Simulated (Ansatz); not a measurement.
The reference is Al in the fcc (Cu type) structure (space group Fm-3m, No. 225; a = 4.0412 Å; relaxed with 0.1 eV smearing).

(Cell as relaxed with PBE.)

Levels (all Ansatz, a quantum-chemistry and plane-wave program, PAW): PBE (420 eV, no spin-orbit coupling); r2SCAN (500 eV, no spin-orbit coupling).

Each level relaxes its own structure.

```tsv
base	PBE	r2SCAN
volume per atom	16.50 Å³	15.92 Å³
lattice parameter a	4.041 Å	3.994 Å
band gap	zero	zero
```

Now apply this change: an isotropic linear strain of −1.09 %, atoms relaxed at fixed cell.

| quantity | PBE | r2SCAN |
|---|---|---|
| pressure | 2.7 GPa | 3.3 GPa |
| energy relative to the base (free energy F) | +4.4 meV/atom | +5.1 meV/atom |

PBE's pressure lies 0.52 GPa below r2SCAN's; PBE's energy relative to the base lies 0.7 meV/atom below r2SCAN's. Neither level is exact; r2SCAN is the comparison here, not a measurement.

Stability against distortions was not tested.
